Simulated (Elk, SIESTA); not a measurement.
A SIESTA input for a self-consistent single point of CdSe (F-43m, 2 atoms in the cell) (DFT, GGA PBE, numerical atomic orbitals TZP, PseudoDojo PBE standard norm-conserving potentials (rewritten from UPF to PSML)):

```
# files in the folder: Cd.psml Se.psml (PseudoDojo PBE standard)
SystemName  CdSe
SystemLabel siesta

NumberOfAtoms                2
NumberOfSpecies              2
%block ChemicalSpeciesLabel
  1 48 Cd
  2 34 Se
%endblock ChemicalSpeciesLabel
LatticeConstant              4.377622 Ang
%block LatticeVectors
     0.000000000    0.707106735    0.707106735
     0.707106735    0.000000000    0.707106735
     0.707106735    0.707106735    0.000000000
%endblock LatticeVectors
AtomicCoordinatesFormat      ScaledCartesian
%block AtomicCoordinatesAndAtomicSpecies
     0.000000000    0.000000000    0.000000000  1
     1.060660103    1.060660103    1.060660103  2
%endblock AtomicCoordinatesAndAtomicSpecies

XC.functional                GGA
XC.authors                   PBE
PAO.BasisSize                TZP
PAO.EnergyShift              0.01 Ry
MeshCutoff                   300 Ry
%block kgrid.MonkhorstPack
    6   0   0  0.0
    0   6   0  0.0
    0   0   6  0.0
%endblock kgrid.MonkhorstPack
OccupationFunction           FD
ElectronicTemperature        10 K

MaxSCFIterations             150
SCF.Mixer.Method             Pulay
SCF.Mixer.Weight             0.1
SCF.Mixer.History            6
SCF.DM.Tolerance             1.0E-04
Diag.ParallelOverK           true
WriteForces                  true
```

Translate this input to Elk.

One input that does it (others would too):

```
tasks
  0

xctype
  20

rgkmax
  7.5

gmaxvr
  16.0

nxoapwlo
  1

rmtscf
  0.95

stype
  0

swidth
  0.0001

maxscl
  100

scale
  8.272506118

avec
    0.0000000000    0.7071067812    0.7071067812
    0.7071067812    0.0000000000    0.7071067812
    0.7071067812    0.7071067812    0.0000000000

atoms
  2
  'Cd.in'
  1
  0.0000000000  0.0000000000  0.0000000000    0.0 0.0 0.0
  'Se.in'
  1
  0.7500000000  0.7500000000  0.7500000000    0.0 0.0 0.0

ngridk
  6 6 6
```

Basis settings and potentials, where a program has them, do not carry over. This input uses DFT, PBE, all-electron FP-LAPW, Elk's shipped species files, LAPW+lo basis. Both were run: gap on the mesh 0.603 eV in SIESTA and 0.467 in Elk.

On Elk: the starting cell comes from a database of computed structures (which also holds hypothetical and non-ambient phases and stackings), without a prior relaxation at this level. Its lattice was rescaled by a random factor within 2.5 % of one. Values depend on the basis (sphere radii, cutoffs, local orbitals), which need not be converged.

On SIESTA: the starting cell comes from a database of computed structures (which also holds hypothetical and non-ambient phases and stackings), without a prior relaxation at this level. Its lattice was rescaled by a random factor within 2.5 % of one. Values carry the incompleteness of an atom-centred basis.
